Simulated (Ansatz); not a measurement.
Base system: CaF₂ in the fluorite structure (space group Fm-3m, No. 225; a = 5.421 Å).

It is then changed as follows: a hydrostatic pressure of 3 GPa.

Levels (all Ansatz, a first-principles code, PAW): PBEsol (420 eV, spin-orbit coupling left out); HSE06 (420 eV, scalar-relativistic without spin-orbit coupling).

The geometry is relaxed with PBEsol.

```
Property           Value
---------------  -------
PBEsol band gap  7.44 eV
```

With HSE06 at the same geometry, the band gap increases by 2.29 eV, from 7.44 eV to 9.73 eV.

Single points use the geometry relaxed with PBEsol. HSE06 gaps are upper bounds (no full band path). Load acts through the strain it causes; cell and atoms are relaxed under it. Whether these cells are dynamically stable was not tested.
